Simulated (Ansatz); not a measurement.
BN under load (space group P6_3mc), PBE, rigid bands run with Ansatz (a program for electronic structure). Condition of this run: hydrostatic pressure of 54 GPa (compression positive) (the target of the relaxation). Band gap 4.92 eV, N_c = 1.34e19 cm⁻³ and N_v = 4.56e19 cm⁻³ at 300 K, conductivity masses along z (a = (2.45, 0.00, 0.00) Å; b = (-1.22, 2.12, 0.00) Å; c = (0.00, 0.00, 4.05) Å) of 0.290 mₑ (electrons) and 1.23 mₑ (holes). Take k_BT = 0.02585 eV.

A film of it is 8 nm thick, with its normal along the direction named. Estimate the confinement energies in an infinite well.

ħ²π²/(2m t²) = 0.376 eV·nm²/(m/mₑ × t²) gives 20.3 meV for electrons and 4.78 meV for holes, so the gap would widen to about 4.95 eV. Finite barriers and nonparabolic bands lower this, and with several valleys or bands the heaviest mass along the normal sets the lowest level, not this average.

Find the intrinsic carrier density and the intrinsic Fermi level.

n_i = √(N_c N_v) exp(−E_g/2k_BT) = 2.47e19 × exp(−95.16) = 1.2e-22 cm⁻³. The level lies (k_BT/2) ln(N_v/N_c) = 16 meV from mid-gap (positive towards the conduction band). Each 0.1 eV added to the gap lowers n_i by a factor of 6.9.

What thermal injection velocity √(2k_BT/πm) limits a ballistic channel along the direction named?

9.99e6 cm/s for electrons and 4.85e6 cm/s for holes, a ratio of √(m_h/m_e) = 2.06, for dilute carriers.

Rigid bands with the computed gap; masses take one relaxation time for all states. Spin-orbit coupling is left out. Geometry: cell and atoms relaxed with PBEsol.
